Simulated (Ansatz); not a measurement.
**Response to strain in MgSe**

The reference is MgSe in the rock salt structure (space group Fm-3m, No. 225; a = 5.3913 Å). Axes: x, y, z lie along the cube axes.

Strains are applied to the cell and any free atomic positions relax; under biaxial strain the out-of-plane vector relaxes too.

Computed with LDA, PAW, 420 eV (Ansatz, a program for electronic structure; spin-orbit coupling left out).

Candidates:
(a) biaxial strain +2.00 %, plane normal [001], relaxed out of plane
(b) biaxial strain +1.00 %, plane normal [001], relaxed out of plane
(c) biaxial strain −3.00 %, plane normal [001], relaxed out of plane

Notes on the quantities. energy relative to the base: free energy F.

Problem. Order them by energy relative to the base, highest first.

Solution. (c) biaxial strain −3.00 %, plane normal [001], relaxed out of plane (+19 meV/atom), (a) biaxial strain +2.00 %, plane normal [001], relaxed out of plane (+6.9 meV/atom), (b) biaxial strain +1.00 %, plane normal [001], relaxed out of plane (+1.8 meV/atom)

Stability against distortions was not tested.
